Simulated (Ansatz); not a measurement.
Reference: Ta₂InC (P6_3/mmc), PBEsol, DFPT electron-phonon coupling, linearised Boltzmann equation (plane waves, PAW, scalar-relativistic; Ansatz, a program for electronic structure); geometry: relaxed with this functional, without spin-orbit coupling.

```
InTa2C
1.0
    3.13711     0.00000     0.00000
   -1.56856     2.71682     0.00000
    0.00000     0.00000    14.32792
Ta In C
4 2 2
Direct
  0.66667   0.33333   0.58342
  0.33333   0.66667   0.41658
  0.33333   0.66667   0.08342
  0.66667   0.33333   0.91658
  0.66667   0.33333   0.25000
  0.33333   0.66667   0.75000
  0.00000   0.00000   0.50000
  0.00000   0.00000   0.00000
```

The resistivity at 300 K is 22 μΩ·cm and the mean free path at 300 K is 7.8 nm. The electron-phonon coupling λ is 0.35 and the logarithmic mean phonon energy is 19.2 meV.

**Question.** Swap In for Ga, keeping the structure type. How do these values move?

**Answer.** Ta2GaC (P6_3/mmc): volume per atom 15.3 to 14.0 Å³; resistivity at 300 K stays about the same (22 μΩ·cm to 23 μΩ·cm); mean free path at 300 K stays about the same (7.8 nm to 7.8 nm); electron-phonon coupling λ rises (0.35 to 0.39); logarithmic mean phonon energy stays about the same (19.2 meV to 19.6 meV).

**Question.** Swap Ta for Nb, keeping the structure type. How do these values move?

**Answer.** Nb₂InC (P6_3/mmc): volume per atom 15.3 to 15.5 Å³; resistivity at 300 K stays about the same (22 μΩ·cm to 22 μΩ·cm); mean free path at 300 K stays about the same (7.8 nm to 7.5 nm); electron-phonon coupling λ stays about the same (0.35 to 0.32); logarithmic mean phonon energy rises (19.2 meV to 24 meV).

Moves up to 10 % count as about the same. Metals; harmonic phonons alone scatter; means over directions. The mean free path is weighted by the current that each state carries. Halving the electron mesh moves these values by up to 7 %; q meshes are mostly untested. Spin-orbit coupling is left out.

Computed structure with no diffraction record at hand here (it may be known, metastable or hypothetical): Nb2InC (P6_3/mmc), Ta2GaC (P6_3/mmc), Ta2InC (P6_3/mmc). The missing spin-orbit coupling matters most for Ta2GaC (P6_3/mmc), Ta2InC (P6_3/mmc).
